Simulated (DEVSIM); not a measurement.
Device: Ge p-i-n diode, at 250 K.

Layer 1 from the left is Ge, thickness (μm) 0.400, Na (cm⁻³) 1.9e17, τn (s) 2.9e-5, τp (s) 2.9e-5. Layer 2 from the left is Ge, thickness (μm) 0.960, Nd (cm⁻³) 2.9e11, τn (s) 2.9e-5, τp (s) 2.9e-5. Layer 3 from the left is Ge, thickness (μm) 0.490, Nd (cm⁻³) 3.2e18, τn (s) 2.9e-5, τp (s) 2.9e-5.

Left contact: ohmic. Right contact: ohmic. Voltage is applied to the left contact. Recombination: SRH at mid-gap, Auger. Mobility is μmin + (μ − μmin)/(1 + (N/Nref)^α).

The device is made up for the run: typed textbook-type constants, with dimensions and the other settings drawn at random. Values at 300 K; Nc and Nv go as T^1.5, mobilities as T to minus their exponent, the gap by Varshni's rule with the affinity fixed.

Ge: gap (eV) 0.664, affinity (eV) 4, permittivity 16, Nc (cm⁻³) 1.04e19, Nv (cm⁻³) 6e18, μn (cm²/Vs) 3900, μp (cm²/Vs) 1900, μn,min 150, μp,min 100, Nref,n 2.6e17, Nref,p 4e17, αn 0.56, αp 0.6, T exponent of μn 1.66, T exponent of μp 2.33, Cn (cm⁶/s) 1e-31, Cp (cm⁶/s) 1e-31, Varshni α (eV/K) 0.000477, Varshni β (K) 235.

Simulated with DEVSIM: 1D drift-diffusion, Boltzmann statistics, complete ionisation; no tunnelling, impact ionisation, image-force lowering or self-heating.

What does the simulation give for the potential step across the device at zero bias, the dark forward voltage at 100 A/cm², the dark forward voltage at 1 A/cm²?

potential step across the device at zero bias 0.595 V; dark forward voltage at 100 A/cm² 0.402 V; dark forward voltage at 1 A/cm² 0.301 V.
